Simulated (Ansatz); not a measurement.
## Band edges of zincblende CdTe (F-43m) under uniaxial stress along [001]

Cell and atoms are relaxed with PBEsol to each stress (compression positive); bands and masses by r2SCAN with spin-orbit coupling, rigid bands (plane waves, PAW; Ansatz, a program for electronic structure). Strains are changes of length against the unloaded cell.

```
CELL_PARAMETERS angstrom
      0.00000     3.24465     3.24465
      3.24465     0.00000     3.24465
      3.24465     3.24465     0.00000
ATOMIC_POSITIONS crystal
  Cd 0.00000 0.00000 0.00000
  Te 0.25000 0.25000 0.25000
```

| stress (GPa) | strain [001] (%) | strain [100] (%) | gap (eV) | mₑ* [001] | mₑ* [100] | mₕ* [001] | mₕ* [100] |
|---|---|---|---|---|---|---|---|
| -3.50 | 11.41 | -4.22 | 0.619 | 0.094 | 0.083 | 0.63 | 0.187 |
| -2.50 | 8.55 | -3.24 | 0.744 | 0.096 | 0.089 | 0.63 | 0.22 |
| -1.50 | 5.47 | -2.13 | 0.856 | 0.098 | 0.094 | 0.63 | 0.28 |
| -0.50 | 1.99 | -0.79 | 0.959 | 0.099 | 0.098 | 0.59 | 0.48 |
| 0 | 0 | 0 | 1.006 | 0.099 | 0.099 | 0.54 | 0.54 |
| 0.50 | -2.21 | 0.90 | 0.981 | 0.099 | 0.100 | 0.38 | 0.56 |
| 1.50 | -8.03 | 3.37 | 0.903 | 0.097 | 0.100 | 0.194 | 0.51 |

[001] is the direction of the load; [010] strains as [100]. Masses are conductivity masses at 300 K in electron masses.

**Question.** From the two loads next to zero, find the Young modulus and the ratio of transverse to axial strain.

**Answer.** Between -0.50 and 0.50 GPa the strain along [001] changes by -4.20 % and that along [100] by 1.69 %. The modulus is 1.00/0.0420 = 24 GPa and the ratio of the strains 0.40 (PBEsol, atoms relaxed). Along [001] C₁₁ = E(1 − ν)/((1 + ν)(1 − 2ν)) and C₁₂ = C₁₁ν/(1 − ν), which gives C₁₁ ≈ 52 GPa and C₁₂ ≈ 35 GPa.

**Question.** Is the response still linear at the largest tension?

**Answer.** The modulus predicts 14.70 % at -3.50 GPa; the table has 11.41 %, so the crystal is stiffer there.

**Question.** How fast does the gap move on either side of zero load?

**Answer.** Under tension, (0.959 − 1.006) eV over -0.50 GPa = 94 meV/GPa, or about -2.4 eV per unit strain; under compression, (0.903 − 1.006) eV over 1.50 GPa = -69 meV/GPa, or about 1.3 eV per unit strain. The two slopes part by 163 meV/GPa; gaps are resolved to about 0.01 eV, which allows 27 meV/GPa, so they differ, even in sign: the gap has a turning point near zero load.

**Question.** Take the carrier density and the relaxation time as fixed, so that ρ ∝ m*. What gauge factor (Δρ/ρ)/ε follows for current along [001] at the loads next to zero?

**Answer.** holes at 0.50 GPa: (0.38/0.54 − 1)/-0.0221 ≈ 13. These are means over a finite load; the small-strain gauge factor differs, most where the load has already emptied the upper valleys or bands. Carriers and loads whose mass moves by under 12 % aren't resolved and aren't listed. The change of shape, which adds a term of order 1 to 2, and that of the scattering between valleys or bands are left out.

Masses are those of dilute carriers in rigid bands with one relaxation time, without polarons. Third decimals of gaps are kept for the arithmetic. Every relaxation keeps the zincblende phase (space group I-4m2 under this load), so a transition, a distortion that breaks the symmetry or fracture can't show.
